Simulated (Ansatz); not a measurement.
Take BP in the zinc blende structure (space group F-43m, No. 216; a = 4.5202 Å) as the base.

It is then changed as follows: W takes the place of P on all its sites; the structure is relaxed again.

Levels (all Ansatz, a program for electronic structure, PAW, earlier PAW set): PBEsol (420 eV, no SOC); r2SCAN (500 eV, spin-orbit coupling left out).

The geometry is relaxed with PBEsol.

```
Item              Result
---------------  -------
PBEsol pressure  0.0 GPa
```

Task: What does r2SCAN give at this geometry for the pressure?

Result: The pressure goes from zero to 3.1 GPa.

Single points use the geometry relaxed with PBEsol. Their cutoffs differ, which shifts pressures a little. Stability against distortions was not tested. As relaxed here, WB is a hypothetical phase, not in the database extracts checked. All final runs are without spin polarisation. An odd electron count without spin: WB. WB has a high density of states at the Fermi level and may be magnetic at this level.
